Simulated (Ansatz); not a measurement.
Base system: ZrO2 in the fluorite structure (space group Fm-3m, No. 225).

```xyz
3
Lattice="0.0000 2.5447 2.5447 2.5447 0.0000 2.5447 2.5447 2.5447 0.0000" Properties=species:S:1:pos:R:3 pbc="T T T"
Zr     0.0000     0.0000     0.0000
O      1.2723     1.2723     1.2723
O      3.8170     3.8170     3.8170
```

Cartesian axes are those of the cell as printed.

Computed with Ansatz (a program for electronic structure), r2SCAN, PAW, cutoff 500 eV, scalar-relativistic without spin-orbit coupling.

Base values:

- Band gap = 3.89 eV

Now apply this change: uniaxial stress, 0.5 GPa compression along x; all other stress components relax to zero.

**Question.** Estimate the effect on the band gap and strain response.

**Answer.** The band gap decreases by 0.01 eV to 3.88 eV; the strain response (xx, yy, zz) is (−0.09, +0.01, +0.01) %.

Stability under load was not tested beyond the relaxation. This is not the structure that ZrO2 has at room temperature and ambient pressure.
